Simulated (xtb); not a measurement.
xtb 6.7.1, GFN1-xTB: Sn(Cl)(NH2)3 ([NH2][Sn]([NH2])([NH2])[Cl]), 11 atoms. The geometry is a generated start, not checked to be a minimum at this level.

```json
{
 "run_flags": "--grad",
 "method": "GFN1-xTB",
 "--acc": "1 (default)",
 "--etemp (K)": "300 (default)",
 "basis_functions": "44",
 "valence_electrons": "32"
}
```

```xyz
11

N     -1.3879    -1.4105     0.2585
Sn     0.0050     0.0512     0.3612
N      1.8373    -0.5843    -0.2777
N     -0.7107     1.5551    -0.8113
Cl     0.1974     0.6235     2.5907
H     -1.0436    -2.2850     0.6443
H     -1.6294    -1.6049    -0.7080
H      2.0897    -0.1547    -1.1607
H      2.5757    -0.3522     0.3762
H     -1.6925     1.7233    -0.6258
H     -0.2409     2.4385    -0.6476
```

One run each on 1 thread. Values of broydamp tried: 0.02, 0.05, 0.1, 0.2, 0.4 (default), 0.6, 0.8, 1.

Problem. Predict the course of the SCC iterations along this series.

Solution. Fewest SCC iterations, within one of each other: 0.4 (default) with 10, 0.6 with 10, 0.8 with 10, 1 with 11. The count rises to 16 at 0.02. All converge to one solution.

```csv
broydamp,SCC iterations,end
0.02,16,same solution
0.05,15,same solution
0.1,13,same solution
0.2,12,same solution
0.4 (default),10,same solution
0.6,10,same solution
0.8,10,same solution
1,11,same solution
```
